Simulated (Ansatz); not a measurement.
Start from BeTe in the zinc blende structure (space group F-43m, No. 216; a = 5.657 Å). Axes: x, y, z lie along the cube axes.

Computed with r2SCAN (Ansatz, a quantum-chemistry and plane-wave program), scalar-relativistic without spin-orbit coupling.

Strains are applied to the cell and any free atomic positions relax.

One change was made to it. Results:

The band gap shrinks by 0.27 eV to 2.10 eV; the shortest interatomic distance drops by 2.0 pm (244.9 pm → 242.9 pm); the pressure (mean of the normal stresses, compression positive) grows by 1.576 GPa to 1.58 GPa.

Q: Name the change that was made.
A. uniaxial strain ε_zz = −1.50 %
B. uniaxial strain ε_zz = −2.00 %
C. uniaxial strain ε_zz = −3.00 %
D. uniaxial strain ε_zz = −2.50 %
E. uniaxial strain ε_zz = −0.50 %

A: D, uniaxial strain ε_zz = −2.50 %. For comparison, the band gap in the other runs: uniaxial strain ε_zz = −1.50 % gives 2.21 eV; uniaxial strain ε_zz = −2.00 % gives 2.16 eV; uniaxial strain ε_zz = −3.00 % gives 2.05 eV; uniaxial strain ε_zz = −0.50 % gives 2.32 eV.

Spin-orbit coupling, missing from the scalar runs, can matter with Te. No phonon test of stability was made.
